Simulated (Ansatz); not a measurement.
System: LuMgNO (model structure, started from the LaZnOP type, P4/nmm, No. 129, 8 atoms in the cell). Method: HSE06 (PAW; Ansatz, a program for electronic structure).

Settings: plane-wave cutoff 460 eV, 6×6×4 k mesh (along the axes of the cell as run), Fermi–Dirac smearing 0.01 eV, scalar-relativistic PAW data made under PBE.

Cell (relaxed with PBEsol):

```
LuMgNO
1.0
    3.70138     0.00000     0.00000
    0.00000     3.70138     0.00000
    0.00000     0.00000     7.59796
Lu Mg N O
2 2 2 2
Cartesian
  0.00000   1.85069   6.50401
  1.85069   0.00000   1.09395
  0.00000   0.00000   3.79898
  1.85069   1.85069   3.79898
  1.85069   0.00000   4.80631
  0.00000   1.85069   2.79165
  1.85069   1.85069   0.00000
  0.00000   0.00000   0.00000
```

**Question.** Predict the band gap and smallest direct gap on the k points sampled.

**Answer.** 
- band gap = 2.65 eV
- smallest direct gap on the k points sampled = 2.88 eV

Note: the relaxation could raise the start's symmetry but not lower it, so the cell can be a saddle point; cell and atoms aren't relaxed at this level (largest force component 0.17 eV/Å, pressure 1.4 GPa).

Spin–orbit coupling is not included.

Cost on a shared machine: roughly 11 core-minutes.

A model structure was made by putting elements into a prototype or built by hand; it is no filed structure, need not be a known phase, and can be a saddle point held by its symmetry.
